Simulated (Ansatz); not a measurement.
We consider cubic perovskite BaZrO₃, described by HSE06 (Ansatz, a program for electronic structure, PAW).

Run with plane-wave cutoff 520 eV, 6×6×6 k mesh, scalar-relativistic PAW data made under PBE.

Computed at the level's own relaxed cell.

Hill averages of the elastic tensor: K = 165.0 GPa, G = 101.8 GPa. Volume 14.733 Å³/atom, mean atomic mass 55.310 u.

Problem. Work out the density, the sound velocities of a polycrystal and the elastic Debye temperature at this level.

Solution. ρ = 1.66054 × 55.310/14.733 = 6.234 g/cm³. v_l = √[(K + 4G/3)/ρ] = 6.946 km/s and v_t = √(G/ρ) = 4.041 km/s. The mean follows from 3/v_m³ = 1/v_l³ + 2/v_t³: v_m = 4.483 km/s. Θ_D = (ħ/k_B) v_m (6π²/V)^(1/3) = 76.38 K Å s/km × 4.483 × 1.5900 Å⁻¹ = 544 K, counting all atoms of the cell.

Note: the relaxation could not lower the start's symmetry, so the cell can be a saddle point above a distorted one.
